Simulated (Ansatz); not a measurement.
Levels about the gap of amorphous Ge16Na12O38 (66 atoms in a cell of 969 Å³, 3.51 g/cm³; zone centre alone, so wide bands show as single levels with stretches between that a denser mesh fills), at the geometry that PBE relaxed, where it gives 0.0 GPa on a denser mesh. The participation number counts the atoms over which a state spreads; weights are charges in smoothed Voronoi cells. The levels come from a single point, so bond lengths are those of that geometry. Method of the levels: PBE, scalar-relativistic without spin-orbit coupling (Ansatz, a first-principles code). Sampling: the zone centre alone; Fermi-Dirac width 0.02 eV; no spin polarisation. At PBE the levels at the filled edge of the gap are localised (band-tail or defect states), and the nearest spread-out levels lie 2.7 eV apart at the zone centre.

Preparation: random packing, a CHGNet melt and quench, and a DFT relaxation. O atoms were pushed apart under 1.9 Å during the dynamics, to hinder bonds among them. The hot cell started wider than the set density and was brought back towards it in steps. It is the lowest in DFT energy of 2 quenches. It is a model cell: composition and starting density were chosen by hand, and all elements were melted together. No dispersion term was used. Its density started from a set value of 3.67 and ended at 3.51 g/cm³. The quench (nominally 260 K/ps over its main leg) was far faster than any real one, so the model tends to hold more defects than a real film. One small periodic cell is one sample of the glass; other quenches scatter about these values. Volume and shape were free in the relaxation.

```csv
"E - E(highest filled), eV",filling,participation number,largest on,weight O,weight Ge,weight Na
-0.40,filled,6.7,"O, 4 neighbours",0.93,0.03,0.03
-0.31,filled,6.6,"O, 4 neighbours",0.94,0.03,0.03
-0.27,filled,3.9,"O, 3 neighbours",0.94,0.03,0.04
-0.19,filled,6.4,"O, 4 neighbours",0.95,0.02,0.02
-0.10,filled,5.1,"O, 3 neighbours",0.95,0.03,0.02
-0.04,filled,5.6,"O, 3 neighbours",0.94,0.04,0.02
0.00,filled,6.6,"O, 3 neighbours",0.95,0.03,0.02
2.13,empty,52.4,"Ge, 5 neighbours",0.58,0.30,0.12
3.81,empty,26.0,"Ge, 5 neighbours",0.61,0.36,0.04
3.91,empty,30.6,"Ge, 4 neighbours",0.60,0.36,0.04
4.11,empty,25.8,"Ge, 4 neighbours",0.61,0.36,0.04
4.14,empty,36.2,"Ge, 4 neighbours",0.60,0.33,0.07
4.55,empty,42.1,"Ge, 5 neighbours",0.60,0.35,0.05
4.68,empty,32.0,"Ge, 4 neighbours",0.58,0.35,0.07
```

Most localised among these is the filled level at -0.27 eV, on a O atom, which has 3 neighbours (Ge 1.72 Å, Na 2.33 Å, Na 2.52 Å).
